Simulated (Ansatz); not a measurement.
This Ansatz (a first-principles code) input is the reference run, SiC (space group P6_3mc, No. 186), computed with r2SCAN in Ansatz (plane waves to 500 eV, PAW, scalar-relativistic without spin-orbit coupling), earlier PAW set:

Ansatz 0.2 input:
```yaml
crystal:
  lattice:
    - [3.0777569267, 0, 0]
    - [-1.5388784634, 2.6654156852, 0]
    - [0, 0, 10.0773397071]
  atoms:
    - { symbol: Si, position: [0, 0, 0.0003002683] }
    - { symbol: Si, position: [0, 0, 0.5003002683] }
    - { symbol: Si, position: [0.6666666667, 0.3333333333, 0.7502448818] }
    - { symbol: Si, position: [0.3333333333, 0.6666666667, 0.2502448818] }
    - { symbol: C, position: [0, 0, 0.8128722222] }
    - { symbol: C, position: [0, 0, 0.3128722222] }
    - { symbol: C, position: [0.6666666667, 0.3333333333, 0.5622126278] }
    - { symbol: C, position: [0.3333333333, 0.6666666667, 0.0622126278] }
basis: { ecutwfc: 500, ecutrho_ratio: 4, xc_grid: 4, fft_grid_basis: typed }
kpoints: { mp_grid: { grid: [12, 12, 4] } }
hamiltonian:
  xc: r2scan
  dispersion: none
  pseudopotentials: { azcp: { folder: ./paw }, kind: paw }
scf: { occupations: { method: fermi_dirac, width: 0.05 }, convergence: { dr2_threshold: 0.0000000008 } }
output: { forces: true, stress: true }
checkpoint: { write: state.ck, write_every: 1000 }
```

Write the input for this change: uniaxial stress, 0.5 GPa tension along x, with the cell and atoms free to relax against it.


Ansatz 0.2 input:
```yaml
crystal:
  lattice:
    - [3.0777569267, 0, 0]
    - [-1.5388784634, 2.6654156852, 0]
    - [0, 0, 10.0773397071]
  atoms:
    - { symbol: Si, position: [0, 0, 0.0003002683] }
    - { symbol: Si, position: [0, 0, 0.5003002683] }
    - { symbol: Si, position: [0.6666666667, 0.3333333333, 0.7502448818] }
    - { symbol: Si, position: [0.3333333333, 0.6666666667, 0.2502448818] }
    - { symbol: C, position: [0, 0, 0.8128722222] }
    - { symbol: C, position: [0, 0, 0.3128722222] }
    - { symbol: C, position: [0.6666666667, 0.3333333333, 0.5622126278] }
    - { symbol: C, position: [0.3333333333, 0.6666666667, 0.0622126278] }
basis: { ecutwfc: 500, ecutrho_ratio: 4, xc_grid: 4, fft_grid_basis: typed }
kpoints: { mp_grid: { grid: [12, 12, 4] } }
hamiltonian:
  xc: r2scan
  dispersion: none
  pseudopotentials: { azcp: { folder: ./paw }, kind: paw }
scf: { occupations: { method: fermi_dirac, width: 0.05 } }
relax: { f_tol: 0.005, max_steps: 50, cell: { stress_tol: 0.01, sigma_target: [-0.5, 0, 0, 0, 0, 0] } }
output: { forces: true, stress: true }
checkpoint: { write: state.ck, write_every: 1000 }
```
This is the input that was run.

Load acts through the strain it causes; cell and atoms are relaxed under it. sigma_target is in GPa, compression positive, in the order xx, yy, zz, yz, xz, xy. Beyond what the load breaks, stability against distortions was not tested.
